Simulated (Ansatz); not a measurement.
## Os3Ru (model structure, started from the A15 type, Pm-3n, No. 223, 8 atoms in the cell)

These are r²SCAN (plane waves, PAW; Ansatz, a first-principles code) values and carry that method's errors.

Numerical settings: plane-wave cutoff 560 eV, 12×12×12 k mesh, Fermi–Dirac smearing 0.05 eV, no spin polarisation, scalar-relativistic PAW data made under PBE.

Cell (relaxed at this level):

Os₃Ru is modelled in the cubic space group Pm-3n (No. 223), the A15 (Cr3Si type) structure, Pearson symbol cP8. Conventional cell: a = 4.8590 Å, b = 4.8590 Å, c = 4.8590 Å, α = 90.00°, β = 90.00°, γ = 90.00°. Os on 6c is surrounded by 2 Os at 2.429 Å and 8 Os at 2.976 Å and 4 Ru at 2.716 Å. Ru on 2a has 12 Os at 2.716 Å. (Neighbours: up to the widest gap in distance over summed covalent radii, below 1.35, at either atom.)

For Os3Ru (model structure, started from the A15 type, Pm-3n, No. 223, 8 atoms in the cell), the bulk modulus is 367 GPa.

Note: the run has no spin polarisation, so it can have missed a magnetic state; the bulk modulus is −V dP/dV from two relaxed cells at ±2 % in volume; the relaxation could raise the start's symmetry but not lower it, so the cell can be a saddle point.

Spin–orbit coupling is not included.

Static lattice: no zero-point or thermal effects.

Computing time: very roughly 5 core-minutes.

A model structure was made by putting elements into a prototype or built by hand; it is no filed structure, need not be a known phase, and can be a saddle point held by its symmetry.
